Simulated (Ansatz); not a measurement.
# What isotropic strain −0.50 % does to HfN

Consider HfN in the rock salt structure (space group Fm-3m, No. 225; a = 4.468 Å; relaxed with 0.1 eV smearing).

Modification: every lattice vector is shortened by 0.50 %, atoms relaxed at fixed cell.

Level of theory: LDA, PAW, 420 eV (Ansatz, a quantum-chemistry and plane-wave program; no spin-orbit coupling). Γ-centred 22×22×22 mesh, Fermi–Dirac width 0.1 eV.

```json
[
 {"quantity": "shortest interatomic distance", "base": "4.222 bohr", "changed": "4.201 bohr", "shift": "-0.021 bohr"},
 {"quantity": "energy relative to the base (free energy F)", "base": "0 meV/atom", "changed": "+2.4 meV/atom", "shift": "+2.4 meV/atom"},
 {"quantity": "pressure", "base": "0.0 GPa", "changed": "4.7 GPa", "shift": "+4.7 GPa"},
 {"quantity": "band gap", "base": "zero", "changed": "zero", "shift": "–"}
]
```

Final structure:

```
CELL_PARAMETERS angstrom
      0.00000     2.22298     2.22298
      2.22298     0.00000     2.22298
      2.22298     2.22298     0.00000
ATOMIC_POSITIONS crystal
  Hf 0.00000 0.00000 0.00000
  N  0.50000 0.50000 0.50000
```

No phonon test of stability was made. The final runs are not spin-polarised. An odd electron count without spin: HfN.
